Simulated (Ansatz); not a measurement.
Consider HfSi2 (space group Cmcm, No. 63).

```xyz
6
Lattice="1.8414 -7.2990 0.0000 1.8414 7.2990 0.0000 0.0000 0.0000 3.6582" Properties=species:S:1:pos:R:3 pbc="T T T"
Si     1.8414    -6.5060     2.7437
Si     1.8414     6.5060     0.9146
Si     1.8414     3.6531     2.7437
Si     1.8414    -3.6531     0.9146
Hf     1.8414    -1.5403     2.7437
Hf     1.8414     1.5403     0.9146
```

Cartesian axes are those of the cell as printed.

The values are results of Kohn–Sham DFT with the PBE functional, run in Ansatz (a program for electronic structure) with PAW and 420 eV plane waves, scalar-relativistic without spin-orbit coupling, not measurements.

Perturbation: the cell is scaled by 0.9879 in all directions, atoms relaxed at fixed cell.

Q: Predict the stress tensor and what it implies for the stiffness.

A: Stress of the strained cell less that of the base (GPa, compression positive):
```
    5.4     0.0     0.0
    0.0     4.3     0.0
    0.0     0.0     5.8
```

Then B = −ΔP/(ΔV/V₀) with ΔV/V₀ = -0.0359 gives secant stiffness values (nonlinear terms included at this strain): B (at held cell shape, above the free-shape value) ≈ 145 GPa.

As a check, the harmonic strain energy −½ V₀ Δσ:ε is 9.6 meV/atom; the computed energy rise is 9.2 meV/atom.

No phonon test of stability was made. The final runs are not spin-polarised.
